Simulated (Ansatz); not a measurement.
The parent structure is HfS₂ in the CdI2 type structure (space group P-3m1, No. 164; a = 3.547 Å, c = 5.577 Å; layered, stacked along the Cartesian z axis). Axes: x lies along a and z along c of the hexagonal cell.

Level of theory: DFT with PBEsol-D3(BJ), PAW potentials and a 420 eV plane-wave cutoff in Ansatz (a quantum-chemistry and plane-wave program), scalar-relativistic without spin-orbit coupling.

It is then changed as follows: uniaxial strain ε_xx = +0.50 %, all other strain components held at zero, atoms relaxed at fixed cell.

**Question.** Predict the stress tensor and what it implies for the stiffness.

**Answer.** Stress of the strained cell less that of the base (GPa, compression positive):
```
  -0.76    0.00    0.00
   0.00   -0.13   -0.04
   0.00   -0.04   -0.06
```

Then −Δσ_ii/ε with ε = 0.0050 gives relaxed-ion elastic constants: C11 ≈ 153 GPa.

Stability against distortions was not tested.
